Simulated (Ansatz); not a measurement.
TiC under a change: isotropic strain −2.38 %

Take TiC in the rock salt structure (space group Fm-3m, No. 225; a = 4.3278 Å) as the base.

It is then changed as follows: the cell is scaled by 0.9762 in all directions; the atoms relax in the strained cell.

All numbers come from DFT with r2SCAN, PAW potentials and a 500 eV plane-wave cutoff in Ansatz (a program for electronic structure), scalar-relativistic without spin-orbit coupling. Γ-centred 18×18×18 mesh, Fermi–Dirac width 0.05 eV.

```json
[
 {"quantity": "volume per atom", "base": "10.13 Å³", "changed": "9.43 Å³", "shift": "-0.706 Å³"},
 {"quantity": "space group", "base": "Fm-3m (No. 225)", "changed": "Fm-3m (No. 225)", "shift": "–"},
 {"quantity": "shortest interatomic distance", "base": "4.089 bohr", "changed": "3.992 bohr", "shift": "-0.097 bohr"},
 {"quantity": "energy relative to the base (free energy F)", "base": "0 meV/atom", "changed": "+45 meV/atom", "shift": "+45 meV/atom"},
 {"quantity": "pressure", "base": "0.0 GPa", "changed": "21.9 GPa", "shift": "+21.9 GPa"},
 {"quantity": "band gap", "base": "zero", "changed": "zero", "shift": "–"}
]
```

Whether these cells are dynamically stable was not tested. The final runs are not spin-polarised.
